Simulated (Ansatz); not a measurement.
The starting structures come from a database of crystals and need not be the phases stable at ambient conditions.

 Where the default PAW files enter, the runs use the earlier of Ansatz's two default sets.

Given:

```xyz
2
Lattice="2.9348 0.0000 0.0000 -1.4674 2.5416 0.0000 1.4674 0.8472 2.3493" Properties=species:S:1:pos:R:3 pbc="T T T"
Al     0.0000     1.6944     1.1746
N      0.0000     0.0000     0.0000
```

Space group of this cell: R-3m. The cell is strained (lengths across the current scaled by 1.02, ions clamped); by r2SCAN its mean pressure is -15.5 GPa.

Transport runs along the normal of the first two printed cell vectors, the (111) (indices of the unstrained crystal) plane of the conventional cell.

The gap is the functional's own. No spin-orbit coupling. Mid-gap values are interpolated on the energy grid.

Question: Give the band gap and the smallest decay constant κ at mid-gap that r2SCAN run with Ansatz (a quantum-chemistry and plane-wave program) yields.

Answer: Gap 4.68 eV on a 14×14×14 mesh; κ = 0.297 1/Å, at the zone centre.
